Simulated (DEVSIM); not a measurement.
Structure: Cr/SiO2/p-Si capacitor, at 300 K.

Layer 1 from the left is SiO2, thickness (nm) 4.00. Layer 2 from the left is Si, thickness (nm) 1900, Na (cm⁻³) 4.4e15.

Metal gate on the left, work function 4.5 eV. Fixed charge at the semiconductor interface -1.5e10 cm⁻² (in units of +e); no interface traps.

This is a model device: material constants are rounded textbook-type values typed into the input, and sizes, dopings and lifetimes were drawn at random. Values at 300 K.

SiO2: gap (eV) 9, affinity (eV) 0.9, permittivity 3.9. Si: gap (eV) 1.124, affinity (eV) 4.05, permittivity 11.7, Nc (cm⁻³) 2.86e19, Nv (cm⁻³) 3.1e19.

**Question.** Estimate by hand the flat-band voltage, the threshold voltage, and compare with a numerical solution.

**Answer.** 
- Flat-band voltage: C = 0.863 μF/cm², work-function difference -0.445 V; VFB = φms − qNf/C = -0.44 V; numerical -0.44 V.
- Threshold voltage: φF = 0.334 V, depletion charge √(4εqNφF) = 3.12e-8 C/cm²; VT = VFB + 2φF + Qd/C = 0.26 V; numerical 0.26 V.

Model (solved in DEVSIM): 1D Poisson equation in equilibrium, Boltzmann statistics, complete ionisation; no quantum confinement or tunnelling. Metal contacts follow the ideal Schottky-Mott rule: no Fermi-level pinning, no interface dipoles.
